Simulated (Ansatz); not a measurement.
The reference is WS2 (space group P6_3/mmc, No. 194; a = 3.154 Å, c = 12.141 Å; layered, stacked along the Cartesian z axis).

Calculations: Ansatz (a quantum-chemistry and plane-wave program), PBE-D3(BJ), PAW, cutoff 420 eV, without spin-orbit coupling.

Base values:

- Gap between the host's bands: 0.88 eV
- Gap character: indirect, Γ → K–Γ (47 % along)

It is then changed as follows: hole doping at 7.0×10^21 cm⁻³ (0.732 per cell), with a uniform compensating background at fixed cell and a 300 K Fermi–Dirac width.

### Question
Predict the new Fermi level from band edge, gap between the host's bands and gap character.

### Answer
The Fermi level relative to the doped band's edge (positive inside the band; to 0.05 eV) amounts to +1.05 eV; the gap between the host's bands goes up by 0.06 eV to 0.94 eV; the gap character is still indirect, Γ → K–Γ (47 % along).

Carriers are added with a uniform compensating background; total energy and stress of such cells depend on the potential's zero and are not compared; many-body gap narrowing is missing at this level. Spin-orbit coupling, missing from the scalar runs, can matter with W. Stability against distortions was not tested.
